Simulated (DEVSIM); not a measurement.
Device: illuminated Si n-on-p cell, one wavelength, at 300 K.

```tsv
layer (left to right)	material	thickness (μm)	Nd (cm⁻³)	Na (cm⁻³)	τn (s)	τp (s)	absorption coefficient (cm⁻¹)
1	Si	0.300	1.1e18	-	5.6e-9	1.4e-8	760
2	Si	110	-	7.1e15	1.4e-7	1.4e-7	760
```

Left contact: ohmic, minority hole recombination velocity 1e6 cm/s. Right contact: ohmic, minority electron recombination velocity 20000 cm/s. Voltage is applied to the left contact. Recombination: SRH at mid-gap, radiative, Auger. Light enters at the left, 2.3e17 photons cm⁻² s⁻¹, one pass, no reflection. Mobility is μmin + (μ − μmin)/(1 + (N/Nref)^α).

The device is made up for the run: typed textbook-type constants, with dimensions and the other settings drawn at random. Values at 300 K.

```csv
parameter,Si
gap (eV),1.124
affinity (eV),4.05
permittivity,11.7
Nc (cm⁻³),2.86e19
Nv (cm⁻³),3.1e19
μn (cm²/Vs),1417
μp (cm²/Vs),470
"μn,min",52
"μp,min",45
"Nref,n",9.7e16
"Nref,p",2.2e17
αn,0.68
αp,0.72
B (cm³/s),4.7e-15
Cn (cm⁶/s),2.8e-31
Cp (cm⁶/s),9.9e-32
```

DEVSIM, 1D drift-diffusion, Boltzmann statistics, complete ionisation; no tunnelling, impact ionisation, image-force lowering or self-heating.

### Question
Tabulate band edges, carrier densities and field at -0.9 V on the left contact, in the dark.

### Answer
Energies count from the Fermi level of the right contact; mesh points crowd at the junctions.

| x (μm) | Ec (eV) | Ev (eV) | n (cm⁻³) | p (cm⁻³) | field (V/cm) |
|---|---|---|---|---|---|
| 0.000 | 0.984 | -0.140 | 1.1e18 | 5.8e12 | ≈ 0 |
| 0.03018 | 0.984 | -0.140 | 1.1e18 | 1.0e13 | ≈ 0 |
| 0.09198 | 0.984 | -0.140 | 1.1e18 | 2.0e13 | ≈ 0 |
| 0.2017 | 0.984 | -0.140 | 1.1e18 | 3.7e13 | ≈ 0 |
| 0.2799 | 0.984 | -0.140 | 1.1e18 | 4.9e13 | 510 |
| 0.3054 | 1.036 | -0.088 | 1.5e17 | 3.8e14 | 36000 |
| 0.3454 | 1.101 | -0.024 | 1.2e16 | 4.6e15 | 7400 |
| 0.5025 | 1.125 | 0.001 | 4.8e15 | 1.2e16 | 52 |
| 0.8096 | 1.125 | 0.001 | 4.7e15 | 1.2e16 | ≈ 0 |
| 1.533 | 1.124 | 0.000 | 4.6e15 | 1.2e16 | ≈ 0 |
| 3.237 | 1.123 | -0.001 | 4.3e15 | 1.1e16 | ≈ 0 |
| 9.945 | 1.118 | -0.006 | 3.3e15 | 1.0e16 | ≈ 0 |
| 23.05 | 1.103 | -0.021 | 2.1e15 | 9.2e15 | -13 |
| 53.94 | 1.050 | -0.074 | 8.7e14 | 8.0e15 | -21 |
| 92.04 | 0.958 | -0.166 | 4.0e14 | 7.5e15 | -26 |
| 102.9 | 0.929 | -0.195 | 3.8e14 | 7.5e15 | -27 |
| 107.2 | 0.917 | -0.207 | 4.1e14 | 7.5e15 | -27 |
| 109.0 | 0.912 | -0.212 | 4.3e14 | 7.5e15 | -27 |
| 109.9 | 0.910 | -0.214 | 4.4e14 | 7.5e15 | -27 |
| 110.1 | 0.909 | -0.215 | 4.5e14 | 7.5e15 | -38 |
| 110.2 | 0.908 | -0.215 | 4.6e14 | 7.4e15 | -140 |
| 110.3 | 0.907 | -0.217 | 4.8e14 | 7.1e15 | -370 |
